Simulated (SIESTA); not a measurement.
Band structure of Ir (Fm-3m, 1 atom in the cell).

```yaml
crystal:
  lattice:
    - [0.00000, 1.97051, 1.97051]
    - [1.97051, 0.00000, 1.97051]
    - [1.97051, 1.97051, 0.00000]
  atoms:
    - { symbol: Ir, position: [0.00000, 0.00000, 0.00000] }
```

Computed with SIESTA with GGA PBE, numerical atomic orbitals DZP, PseudoDojo PBE standard norm-conserving potentials (rewritten from UPF to PSML).

Settings: XC.functional = GGA; XC.authors = PBE; potentials = PseudoDojo PBE standard; PAO.BasisSize = DZP; PAO.EnergyShift = 0.005 Ry; MeshCutoff = 350 Ry; kgrid.MonkhorstPack = 12 12 12; OccupationFunction = FD; ElectronicTemperature = 0.05 eV; MaxSCFIterations = 150; SCF.Mixer.Method = Pulay; SCF.Mixer.Weight = 0.1; SCF.Mixer.History = 6; SCF.DM.Tolerance = 1.0E-04.

The starting cell comes from a database of computed structures (which also holds hypothetical and non-ambient phases and stackings), without a prior relaxation at this level. Its lattice was rescaled by a random factor within 2.5 % of one. Spin-orbit coupling is off. Spin polarisation is off. Values carry the incompleteness of an atom-centred basis.

Levels in eV from the Fermi level, bands 5 to 10:
```
point       5      6      7      8      9     10
-----  ------  -----  -----  -----  -----  -----
Γ      -10.19  -3.48  -3.48  -3.48  -1.09  -1.09
X       -6.92  -6.57   0.73   1.23   1.23   1.90
W       -5.53  -4.37  -4.37  -1.47   1.23   9.16
K       -6.14  -5.34  -2.58  -0.76   0.49   7.30
L       -7.30  -3.55  -3.55  -0.49   0.74   0.74
U       -6.14  -5.34  -2.58  -0.76   0.49   7.30
```

Bands cross the Fermi level along this path, so the cell is metallic at this level.

Higher empty bands are left out: an atom-centred basis made for the valence describes them poorly.
